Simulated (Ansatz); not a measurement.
## SiC: strain along the normal

SiC (zinc blende, F-43m, 10.338 Å³/atom at rest) under an equal strain ε in the (001) plane with the normal axis free, as in a coherent film. PBEsol in Ansatz, a plane-wave DFT program (PAW, default set), 420 eV, 13×13×13 Γ-centred mesh, Fermi-Dirac smearing 0.05 eV; ions are relaxed within the symmetry of each cell.

Here s stands for strain and y for normal strain.

| strain (%) | normal strain (%) |
|---|---|
| -3.00 | ? |
| -1.50 | 1.04 |
| -1.00 | 0.69 |
| -0.50 | 0.35 |
| 0.00 | 0.00 |
| 0.50 | -0.36 |
| 1.00 | -0.72 |
| 1.50 | -1.08 |

Taking a straight line for y over the 7 complete rows: Means: s 0, y -0.011. About the means, the sum of products is -4.9450 and the sum of squares of s is 7.0000; the slope is their ratio. Least squares gives y = -0.011 - 0.7064·s. Residuals (row less fit): -0.009, -0.005, 0.008, 0.011, 0.004, -0.003, -0.009; standard error 0.009 (degrees of freedom: 5). The slope, -0.71 ± 0.00, is the elastic response of the normal axis, −2C12/C11 for this plane.

Problem. What does the fit predict for y at s = -3.00, and how far is the calculated value from it?

Solution. y = -0.011 - 0.7064 × (-3.0) = 2.108%. The calculation gives 2.04%, 0.068% below the prediction (2.2 % of the range of y in the table). The row lies outside the fitted rows, so this is an extrapolation. From the scatter of the fitted rows alone, a prediction at this place has a standard error of 0.014%, so the miss is 4.9 times that.

One order more, fitted to all 13 runs of the series, follows each within 0.01, so the miss is the next term of a smooth law. Rows are the converged runs of the series near zero and its far end; series whose fitted rows scatter by over a few per cent of the range, as at a crossing or softening among them, aren't shown in this form. Most that stay on the fit to the last digits aren't either.
